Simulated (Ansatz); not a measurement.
Substrate model: Ge(100) surface of dimers buckled in the p(2x2) pattern, one row of 4 dimers, 4 layers, bottom layer H-capped and fixed; cell 8.1 x 16.1 Å; about 5 Å thick over the host's atoms, 24 atoms held; the lower dihydride is canted and the layers over it are shifted sideways by a few tenths of an Å, alike in all states. These are PBE-D3(BJ) (plane waves to 420 eV, PAW; Ansatz, an electronic-structure program) values and carry that method's errors. Sampling: 2x1x1 k points. The slab states were run without spin polarisation. Slab thickness, cell and mesh are as stated and are not converged limits. Barriers come from a climbing-image nudged elastic band between relaxed ends, or a saddle search from its top (force threshold 0.05 eV/Å), without zero-point or thermal terms. A partial Hessian shows a single imaginary mode at the top, within the atoms moved. The ends were relaxed from one prepared geometry each.

The reaction: CH4 dissociates at its C-H bond, C on Ge and H on Ge (intradimer).

Start:

| atom | x (Å) | y (Å) | z (Å) |
|---|---|---|---|
| Ge(5) | 0.699 | 7.241 | 5.341 |
| Ge(7) | 4.653 | 6.783 | 5.293 |
| Ge(24) | 1.275 | 9.148 | 6.948 |
| Ge(26) | 3.693 | 8.916 | 6.057 |
| Ge(28) | 0.716 | 11.041 | 5.268 |
| Ge(30) | 4.585 | 11.068 | 5.195 |
| C(a0) | 4.003 | 7.870 | 9.581 |
| H(a1) | 3.427 | 7.123 | 9.024 |
| H(a2) | 4.276 | 7.461 | 10.560 |
| H(a3) | 3.399 | 8.774 | 9.714 |
| H(a4) | 4.916 | 8.112 | 9.024 |

End:

```
atom    x (Å)   y (Å)  z (Å)
------  -----  ------  -----
Ge(5)   0.727   7.072  5.239
Ge(7)   4.604   6.962  5.256
Ge(24)  1.549   9.069  6.467
Ge(26)  4.087   9.067  6.451
Ge(28)  0.726  11.065  5.238
Ge(30)  4.604  11.173  5.258
C(a0)   4.694   9.063  8.341
H(a1)   0.972   9.071  7.916
H(a2)   4.328   8.163  8.848
H(a3)   4.319   9.957  8.854
H(a4)   5.790   9.069  8.356
```

Task: Give the geometry at the top of the path.

Result: 
```
atom    x (Å)  y (Å)  z (Å)
------  -----  -----  -----
Ge(5)    0.76   7.15   5.30
Ge(7)    4.61   6.87   5.22
Ge(24)   1.30   9.07   6.88
Ge(26)   4.00   9.07   6.17
Ge(28)   0.76  10.99   5.30
Ge(30)   4.61  11.27   5.22
C(a0)    4.53   9.06   8.33
H(a1)    3.14   9.07   7.65
H(a2)    4.29   8.13   8.87
H(a3)    4.25   9.95   8.91
H(a4)    5.61   9.09   8.14
```
It lies 1.49 eV over the start.
